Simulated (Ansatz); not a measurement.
The starting structures come from a database of crystals and need not be the phases stable at ambient conditions.

By PBEsol, the system below comes out a metal.

A figure of merit of an interconnect metal is its ballistic conductance per area.

```
Mg2Sn
1.0
    6.02120     0.00000     0.00000
   -3.01060     5.21451     0.00000
    3.01060     1.73817     4.91629
Mg Sn
4 2
Cartesian
  6.02120   3.47634   4.30175
  1.50530   2.60726   1.84361
  4.51590   2.60726   1.84361
  0.00000   5.21451   1.84361
  0.00000   0.00000   0.00000
  3.01060   5.21451   3.68722
```

Space group of this cell: Fd-3m, cubic Laves (MgCu2 type). The cell is strained (all lengths scaled by 1.02); by PBEsol its mean pressure is -3.4 GPa.

The current flows along the normal of the first two printed cell vectors, the (111) plane of the conventional cell. No spin-orbit coupling; the value is a mean over 0.1 eV about the Fermi level.

Task: Give the ballistic conductance per area that PBEsol (Ansatz, a first-principles code) yields.

Result: 0.73 × 10¹⁵ S/m² for both spins.
